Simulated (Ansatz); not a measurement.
**A constructed model of the (100) surface of fcc Cu, a layer of Os in place of the second plane (bottom of the slab: a bare face, its two planes held)**

All values below come from PBE (plane waves to 420 eV, PAW; Ansatz, an electronic-structure program).

Slab: 6 atoms, 9.2 Å thick at the start (thin: gaps and levels are the slab's own); k 15x15x1, smearing 0.1 eV, dipole-corrected; 2 atoms held, the rest relaxed; symmetry of the start imposed; no spin, no spin-orbit, no U. In PBE it lies 0.04 eV a 1x1 cell over the lowest computed structure of the same composition (a layer of Os in place of the third plane).

The work function of the top face is 4.81 eV and the energy released by relaxation is 0.040 eV. The cost comes out as around 4 core-minutes (rough).
